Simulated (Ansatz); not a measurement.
Short convergence ladders for HfCd (P4/nmm, 4 atoms in the cell)

```
HfCd
1.0
    3.03202     0.00000     0.00000
    0.00000     3.03202     0.00000
    0.00000     0.00000     9.11665
Hf Cd
2 2
Cartesian
  0.00000   1.51601   8.03760
  1.51601   0.00000   1.07905
  0.00000   1.51601   3.44126
  1.51601   0.00000   5.67539
```

Base method: LDA (PW92), default PAW files made with PBE (plane waves; Ansatz, a first-principles code).

Base settings: basis.ecutwfc = 420 eV; kpoints.mp_grid.grid = 11 11 4; hamiltonian.xc = lda; hamiltonian.pseudopotentials = {kind: paw} (the program's default PAW files); scf.occupations.method = fermi_dirac; scf.occupations.width = 0.1 eV.

Core times come from one kind of shared machine, to one figure; runs under 30 s give none.

**Zone-centre phonons against the cutoff**

In this ladder: phonons.method = dfpt.

The mesh stays at the base's, so the ladder's end is converged at best in this setting alone.

Frequencies are those of the unrelaxed cell, without the LO-TO term of polar crystals.

Only quantities that move along the ladder and can be compared are tabulated.

| basis.ecutwfc | highest zone-centre frequency (cm⁻¹) | lowest optical frequency (cm⁻¹) | core time / last (rough) |
|---|---|---|---|
| 210 eV | 161.6 | 60.6 | 0.08 |
| 250 eV | 137.5 | 62.5 | 0.1 |
| 295 eV | 144.1 | 60.4 | 0.1 |
| 420 eV | 141.6 | 59.8 | 0.2 |
| 630 eV | 141.6 | 59.8 | 1 |

Coarsest basis.ecutwfc that holds the lowest optical frequency within 1 cm⁻¹ of the last step, with all finer ones: 295 eV, at about 0.1 of the last step's time; the step before is off by 2.7 cm⁻¹.

Coarsest basis.ecutwfc that holds the highest zone-centre frequency within 2 cm⁻¹ of the last step, with all finer ones: 420 eV, at about 0.2 of the last step's time; the step before is off by 2.4 cm⁻¹.

**Zone-centre phonons against the mesh**

In this ladder: phonons.method = dfpt.

Frequencies are those of the unrelaxed cell, without the LO-TO term of polar crystals.

Only quantities that move along the ladder and can be compared are tabulated.

| kpoints.mp_grid.grid | highest zone-centre frequency (cm⁻¹) | lowest optical frequency (cm⁻¹) | core time / last (rough) |
|---|---|---|---|
| 3 3 1 | 146.1 | 59.5 | – |
| 5 5 2 | 134.7 | 60.2 | 0.1 |
| 7 7 3 | 138.9 | 57.9 | 0.2 |
| 10 10 4 | 143.2 | 60.4 | 0.6 |
| 13 13 5 | 142.7 | 59.7 | 1 |

Coarsest kpoints.mp_grid.grid that holds the lowest optical frequency within 1 cm⁻¹: not settled: the last two steps still differ by 0.7 cm⁻¹, over half the tolerance, so the ladder does not show it.

Coarsest kpoints.mp_grid.grid that holds the highest zone-centre frequency within 5 cm⁻¹ of the last step, with all finer ones: 7 7 3, at about 0.2 of the last step's time; the step before is off by 8.0 cm⁻¹.

**The force threshold of a relaxation**

On HfCd (P4mm, 4 atoms in the cell): one atom moved by 0.15 angstrom.

In this ladder: relax = atoms.

The mesh stays at the base's, so the ladder's end is converged at best in this setting alone.

Only quantities that move along the ladder and can be compared are tabulated.

| relax.f_tol | largest force left (eV/Å) | relaxation steps | core time / last (rough) |
|---|---|---|---|
| 0.2 eV/Å | 0.0291 | 3 | 0.5 |
| 0.05 eV/Å | 0.0292 | 4 | 0.6 |
| 0.02 eV/Å | 0.0078 | 5 | 0.7 |
| 0.001 eV/Å | 0.0002 | 7 | 1 |

Coarsest relax.f_tol that holds the largest force left within 0.02 eV/Å of the last step, with all finer ones: 0.02 eV/Å; the step before is off by 0.029 eV/Å.

On the base run: the starting cell comes from a database of computed structures (which also holds hypothetical and non-ambient phases and stackings), without a prior relaxation at this level. Its lattice was rescaled by up to half a per cent. In the base run, with a pressure of about -5 GPa the cell is away from its equilibrium volume at this level.

Keys are those of Ansatz 0.2.
